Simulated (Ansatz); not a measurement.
Results of LDA in Ansatz (PAW) for ErPt2 (Fd-3m, No. 227).

Numerical settings: plane-wave cutoff 500 eV, 12×12×12 k mesh, Fermi–Dirac smearing 0.1 eV, spin-polarised start, scalar-relativistic PAW data made under PBE.

Computed at the level's own relaxed cell.

Predict the equilibrium volume per atom and equilibrium lattice constant a.


* **equilibrium volume per atom**: 17.68 Å³/atom
* **equilibrium lattice constant a**: 7.515 Å

The run finds no gap.

Note: the magnetic order was assumed, not searched for or taken from measurement; the 4f shell is treated without U or exact exchange, so its levels and filling can be wrong.

Spin–orbit coupling is not included.

Computed values are for the static lattice.

Ansatz is a first-principles code.
